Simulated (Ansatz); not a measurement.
Response to strain in TiB2

Start from TiB2 (space group P6/mmm, No. 191; a = 3.017 Å, c = 3.185 Å). Axes: x lies along a and z along c of the hexagonal cell.

Strains are applied to the cell and any free atomic positions relax; under biaxial strain the out-of-plane vector relaxes too; under stress the whole cell relaxes.

Calculations: plane-wave PAW DFT at the PBEsol level (Ansatz, an electronic-structure program, 420 eV), scalar-relativistic without spin-orbit coupling.

Notes on the quantities. energy relative to the base: free energy F.

```json
[
 {"variant": "base", "shortest interatomic distance": "1.742 Å", "energy relative to the base": "0 meV/atom", "space group": "P6/mmm (No. 191)"},
 {"variant": "biaxial strain +0.93 %, plane normal [001], relaxed out of plane", "shortest interatomic distance": "(withheld)", "energy relative to the base": "–", "space group": "P6/mmm (No. 191)"},
 {"variant": "uniaxial strain ε_yy = +3.88 %", "shortest interatomic distance": "(withheld)", "energy relative to the base": "(withheld)", "space group": "Cmmm (No. 65)"},
 {"variant": "uniaxial stress, 2 GPa tension along x", "shortest interatomic distance": "1.742 Å", "energy relative to the base": "+0.2 meV/atom", "space group": "Cmmm (No. 65)"},
 {"variant": "tensor shear ε_yz = −3.75 %", "shortest interatomic distance": "1.742 Å", "energy relative to the base": "(withheld)", "space group": "C2/m (No. 12)"},
 {"variant": "uniaxial stress, 2 GPa tension along z", "shortest interatomic distance": "1.741 Å", "energy relative to the base": "+0.2 meV/atom", "space group": "P6/mmm (No. 191)"}
]
```

Question: What belongs in the blanks?

Answer: 
- biaxial strain +0.93 %, plane normal [001], relaxed out of plane, shortest interatomic distance: 1.758 Å
- uniaxial strain ε_yy = +3.88 %, shortest interatomic distance: 1.762 Å
- uniaxial strain ε_yy = +3.88 %, energy relative to the base: +25 meV/atom
- tensor shear ε_yz = −3.75 %, energy relative to the base: +41 meV/atom

A case with no gap was solved on a k-mesh chosen for an insulator, which is coarse for it. Without a gap, meshes like the base's 13×13×10 leave anisotropic stresses uncertain by several tenths of a GPa, and small strain energies with them. Beyond what the load breaks, stability against distortions was not tested. All final runs are without spin polarisation.
